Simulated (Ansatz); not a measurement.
Take TiSi2 (space group Fddd, No. 70; a = 4.779 Å, b = 8.230 Å, c = 8.521 Å) as the base. Axes: x, y, z lie along a, b, c of the conventional cell.

Computed with r2SCAN (Ansatz, a first-principles code, PAW, no spin-orbit coupling).

Strains are applied to the cell and any free atomic positions relax; under biaxial strain the out-of-plane vector relaxes too.

One change was made to it. Results:

The pressure (mean of the normal stresses, compression positive) stays 0.0 GPa; the energy is nearly the same.

Q: Which change produced these results?
(A) biaxial strain +4.91 %, plane normal [001], relaxed out of plane
(B) isotropic strain +2.66 %
(C) tensor shear ε_yz = −0.28 %
(D) isotropic strain +0.86 %
(E) biaxial strain −4.81 %, plane normal [001], relaxed out of plane

A: C, tensor shear ε_yz = −0.28 %. For comparison, the energy relative to the base in the other runs: isotropic strain +0.86 % gives +4.3 meV/atom; biaxial strain +4.91 %, plane normal [001], relaxed out of plane gives +60 meV/atom; biaxial strain −4.81 %, plane normal [001], relaxed out of plane gives +81 meV/atom; isotropic strain +2.66 % gives +38 meV/atom.

Without a gap, meshes like the base's 13×13×13 leave anisotropic stresses uncertain by several tenths of a GPa, and small strain energies with them. No phonon test of stability was made. The final runs are not spin-polarised.
